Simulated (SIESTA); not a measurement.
Band structure of CuS (Fm-3m, 2 atoms in the cell).

```yaml
crystal:
  lattice:
    - [0.00000, 2.43990, 2.43990]
    - [2.43990, 0.00000, 2.43990]
    - [2.43990, 2.43990, 0.00000]
  atoms:
    - { symbol: Cu, position: [0.00000, 0.00000, 0.00000] }
    - { symbol: S, position: [0.50000, 0.50000, 0.50000] }
```

Method: GGA PBEsol, numerical atomic orbitals DZP, PseudoDojo PBEsol standard norm-conserving potentials (rewritten from UPF to PSML) run with SIESTA 5.4.2.

Settings: XC.functional = GGA; XC.authors = PBEsol; potentials = PseudoDojo PBEsol standard; PAO.BasisSize = DZP; PAO.EnergyShift = 0.01 Ry; MeshCutoff = 300 Ry; kgrid.MonkhorstPack = 8 8 8; OccupationFunction = FD; ElectronicTemperature = 100 meV; MaxSCFIterations = 150; SCF.Mixer.Method = Pulay; SCF.Mixer.Weight = 0.25; SCF.Mixer.History = 6; SCF.DM.Tolerance = 1.0E-04.

The starting cell comes from a database of computed structures (which also holds hypothetical and non-ambient phases and stackings), without a prior relaxation at this level. Spin polarisation is off; with an odd number of electrons in the cell that forces a metal, and a magnetic state may lie lower. Values carry the incompleteness of an atom-centred basis.

Levels in eV from the Fermi level, bands 10 to 15:
```
point     10     11     12     13    14     15
-----  -----  -----  -----  -----  ----  -----
Γ      -2.96  -0.81  -0.81  -0.81  4.76  10.08
X      -2.85  -2.42  -2.42  -2.07  1.41   7.00
W      -2.26  -2.26  -2.23  -1.95  5.49   8.28
K      -2.47  -2.22  -2.05  -1.04  3.38   8.14
L      -2.54  -2.13   1.02   1.02  4.50   6.22
U      -2.47  -2.22  -2.05  -1.04  3.38   8.14
```

Bands cross the Fermi level along this path, so the cell is metallic at this level.

Higher empty bands are left out: an atom-centred basis made for the valence describes them poorly.
